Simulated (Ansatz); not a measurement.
This concerns the energy change from cell B to cell A (net 1 H added, other atoms rearranged, in a slab cell with nine atoms a plane). Reaction: cell B + 1/2 H2 (gas) → cell A. A negative value means that the right-hand side lies lower.

Cell A: a slab of Cu (fcc, Fm-3m) cut along (100), 39 atoms, square cell of 7.70 Å (59.3 Å²), symmetry Pm within 0.02 Å, 7.8 Å thick under 16 Å of vacuum, in-plane vectors held at the crystal's; planes from bottom to top: Cu9 × 4 | CO | H; added, foreign or displaced atoms, above the top plane: CHO bound through C to 2 Cu at 2.03 Å; spin state with PBE: run without spin, k-point mesh 5×5×1.
```
CELL_PARAMETERS angstrom
      7.69821     0.00000     0.00000
      0.00000     7.69821     0.00000
      0.00000     0.00000    23.55071
ATOMIC_POSITIONS crystal
  Cu 0.16920 0.16667 0.34166
  Cu 0.50358 0.16667 0.34139
  Cu 0.83688 0.16667 0.34160
  Cu 0.16982 0.50021 0.34139
  Cu 0.50307 0.50041 0.34139
  Cu 0.83667 0.50054 0.34186
  Cu 0.16982 0.83312 0.34139
  Cu 0.50307 0.83292 0.34139
  Cu 0.83667 0.83280 0.34186
  Cu 0.00312 0.99912 0.41623
  Cu 0.33728 0.99949 0.41585
  Cu 0.66937 0.99939 0.41615
  Cu 0.00312 0.33422 0.41623
  Cu 0.33728 0.33385 0.41585
  Cu 0.66937 0.33394 0.41615
  Cu 0.00450 0.66667 0.41672
  Cu 0.33575 0.66667 0.41647
  Cu 0.66912 0.66667 0.41724
  Cu 0.17231 0.16667 0.49227
  Cu 0.50145 0.16667 0.49428
  Cu 0.83649 0.16667 0.49261
  Cu 0.16935 0.49701 0.49488
  Cu 0.50146 0.49853 0.49429
  Cu 0.83886 0.49891 0.49450
  Cu 0.16935 0.83632 0.49488
  Cu 0.50146 0.83480 0.49429
  Cu 0.83886 0.83442 0.49450
  Cu 0.00049 0.00405 0.57220
  Cu 0.34153 0.99338 0.57189
  Cu 0.67085 0.99900 0.56773
  Cu 0.00049 0.32929 0.57220
  Cu 0.34153 0.33995 0.57189
  Cu 0.67085 0.33433 0.56773
  Cu 0.00280 0.66667 0.56897
  Cu 0.33719 0.66667 0.56831
  Cu 0.66979 0.66667 0.56889
  C  0.09683 0.16667 0.63236
  H  0.02742 0.16667 0.67379
  O  0.26567 0.16667 0.63793
```

Cell B: a slab of Cu (fcc, Fm-3m) cut along (100), 38 atoms, square cell of 7.70 Å (59.3 Å²), symmetry P4mm within 0.02 Å, 7.8 Å thick under 16 Å of vacuum, in-plane vectors held at the crystal's; planes from bottom to top: Cu9 × 4 | C | O, its two faces unlike (dipole correction applied); added, foreign or displaced atoms, above the top plane: CO bound through C to 4 Cu at 2.15 Å; spin state with PBE: run without spin, k-point mesh 5×5×1.
```yaml
crystal:
  lattice:
    - [7.69821, 0.00000, 0.00000]
    - [0.00000, 7.69821, 0.00000]
    - [0.00000, 0.00000, 23.85454]
  atoms:
    - { symbol: Cu, position: [0.16667, 0.16667, 0.33707] }
    - { symbol: Cu, position: [0.50037, 0.16667, 0.33697] }
    - { symbol: Cu, position: [0.83297, 0.16667, 0.33697] }
    - { symbol: Cu, position: [0.16667, 0.50037, 0.33697] }
    - { symbol: Cu, position: [0.50033, 0.50033, 0.33698] }
    - { symbol: Cu, position: [0.83301, 0.50033, 0.33698] }
    - { symbol: Cu, position: [0.16667, 0.83297, 0.33697] }
    - { symbol: Cu, position: [0.50033, 0.83301, 0.33698] }
    - { symbol: Cu, position: [0.83301, 0.83301, 0.33698] }
    - { symbol: Cu, position: [0.99850, 0.99850, 0.41032] }
    - { symbol: Cu, position: [0.33484, 0.99850, 0.41032] }
    - { symbol: Cu, position: [0.66667, 0.99964, 0.41130] }
    - { symbol: Cu, position: [0.99850, 0.33484, 0.41032] }
    - { symbol: Cu, position: [0.33484, 0.33484, 0.41032] }
    - { symbol: Cu, position: [0.66667, 0.33369, 0.41130] }
    - { symbol: Cu, position: [0.99964, 0.66667, 0.41130] }
    - { symbol: Cu, position: [0.33369, 0.66667, 0.41130] }
    - { symbol: Cu, position: [0.66667, 0.66667, 0.41192] }
    - { symbol: Cu, position: [0.16667, 0.16667, 0.48288] }
    - { symbol: Cu, position: [0.49811, 0.16667, 0.48775] }
    - { symbol: Cu, position: [0.83522, 0.16667, 0.48775] }
    - { symbol: Cu, position: [0.16667, 0.49811, 0.48775] }
    - { symbol: Cu, position: [0.49837, 0.49837, 0.48862] }
    - { symbol: Cu, position: [0.83497, 0.49837, 0.48862] }
    - { symbol: Cu, position: [0.16667, 0.83522, 0.48775] }
    - { symbol: Cu, position: [0.49837, 0.83497, 0.48862] }
    - { symbol: Cu, position: [0.83497, 0.83497, 0.48862] }
    - { symbol: Cu, position: [0.00247, 0.00247, 0.56403] }
    - { symbol: Cu, position: [0.33086, 0.00247, 0.56403] }
    - { symbol: Cu, position: [0.66667, 0.00122, 0.56161] }
    - { symbol: Cu, position: [0.00247, 0.33086, 0.56403] }
    - { symbol: Cu, position: [0.33086, 0.33086, 0.56403] }
    - { symbol: Cu, position: [0.66667, 0.33212, 0.56161] }
    - { symbol: Cu, position: [0.00122, 0.66667, 0.56161] }
    - { symbol: Cu, position: [0.33212, 0.66667, 0.56161] }
    - { symbol: Cu, position: [0.66667, 0.66667, 0.56179] }
    - { symbol: C, position: [0.16667, 0.16667, 0.61418] }
    - { symbol: O, position: [0.16667, 0.16667, 0.66406] }
```

Reference: an isolated H2 molecule (singlet) in a box of 11 × 11 × 13 Å.

Plane-wave PAW calculations with Ansatz (a quantum-chemistry and plane-wave program), its PAW set soft_1, cutoff 420 eV, 500 eV for r2SCAN. The structures are at rest with PBE, within the held lattices; other levels are single points on them. Neutral cells; Fermi-Dirac smearing of at most 0.10 eV in the solids, energies taken to zero width. The lattices are those relaxed with PBE, so at other levels the solids can be strained, which adds to the spread. Larger cells are relaxed from a start prepared with the learned potential CHGNet, on a coarser mesh till forces fall under 0.03 eV/Å, which some starts already meet. A dispersion term (D3(BJ), or D4 for r2SCAN) was computed beside these levels and is taken off wherever the name lacks it. Nuclei at rest; no vibrational terms. No structure search was made; lower ones may exist. The d electrons get no Hubbard U. No correction for cell size. Cell A has symmetry Pm within 0.02 Å and got no random move, so less symmetric positions, which may lie lower, weren't tried. Cell B has symmetry P4mm within 0.02 Å and got no random move, so less symmetric positions, which may lie lower, weren't tried.

Problem. What is the computed value (PBE)?

Solution. 0.47 eV, for cell B + 1/2 H2 (gas) → cell A.

Problem. What do the other levels give, and how wide is the spread?

Solution. 
| Functional | value (eV) | less PBE |
|---|---|---|
| r2SCAN | 0.34 | -0.13 |

The levels shown span 0.13 eV, from r2SCAN (0.34) to PBE (0.47).
